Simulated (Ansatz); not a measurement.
Consider Ru in the hcp (Mg type) structure (space group P6_3/mmc, No. 194; a = 2.692 Å, c = 4.246 Å).

Structures relaxed with PBEsol, PAW, 420 eV (Ansatz, an electronic-structure program; no SOC), earlier PAW set.

Base:

Simulated powder pattern, Co Kα, λ = 1.79026 Å (kinematic, ideal powder, no thermal factors, no anomalous dispersion; the 14 strongest lines at most, above 2 %, up to 2θ = 90°):

```tsv
2θ (°)	I/Imax (%)	hkl
45.16	25	(100)
49.88	25	(002)
51.96	100	(101)
69.54	14	(102)
83.37	17	(110)
```

After one change:

Simulated powder pattern, Co Kα, λ = 1.79026 Å (kinematic, ideal powder, no thermal factors, no anomalous dispersion; the 14 strongest lines at most, above 2 %, up to 2θ = 90°):

| 2θ (°) | I/Imax (%) |
|---|---|
| 46.38 | 25 |
| 51.07 | 25 |
| 53.35 | 100 |
| 71.44 | 14 |
| 86.01 | 18 |

### Question
Which change produced these results?
A. pressure 15 GPa
B. pressure 30 GPa
C. pressure 7 GPa
D. pressure 50 GPa

### Answer
B, pressure 30 GPa. Its volume per atom is 12.39 Å³ against 13.32 Å³, and its space group is P6_3/mmc (No. 194).

Load acts through the strain it causes; cell and atoms are relaxed under it. No phonon test of stability was made. Competing high-pressure phases were not computed. The final runs are not spin-polarised.
